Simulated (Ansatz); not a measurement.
Gap of a one-dimensional MgSe body, 2 atoms a period at several levels, all on one geometry.

```
CELL_PARAMETERS angstrom
     11.00000     0.00000     0.00000
      0.00000    11.00000     0.00000
      0.00000     0.00000     4.68318
ATOMIC_POSITIONS crystal
  Mg 0.50000 0.50000 0.00000
  Se 0.50000 0.50000 0.50000
```

Levels: PBE (plane waves to 420 eV, PAW; Ansatz, an electronic-structure program); PBE with spin-orbit coupling run with Ansatz; r2SCAN (plane waves to 500 eV, PAW; Ansatz); HSE06 (Ansatz). Unmarked values and the geometry are of the first. Mesh 1×1×62. No spin polarisation. It repeats along c; a and b span vacuum. A hypothetical model. It keeps the symmetry and period of its start, so it need not be a minimum against all distortions. Pairing along the axis, which can open a gap, is among the distortions not tried. Values not marked SOC lack spin–orbit coupling. HSE06 ran on a 1×1×4 mesh and at PBE's edge points.

| level | gap (eV) |
|---|---|
| PBE | 2.23 |
| PBE+SOC | 2.13 |
| r2SCAN | 2.95 |
| HSE06 | ? |

**Question.** Some entries are withheld; supply them.

**Answer.** 
- HSE06, gap (eV): 3.25
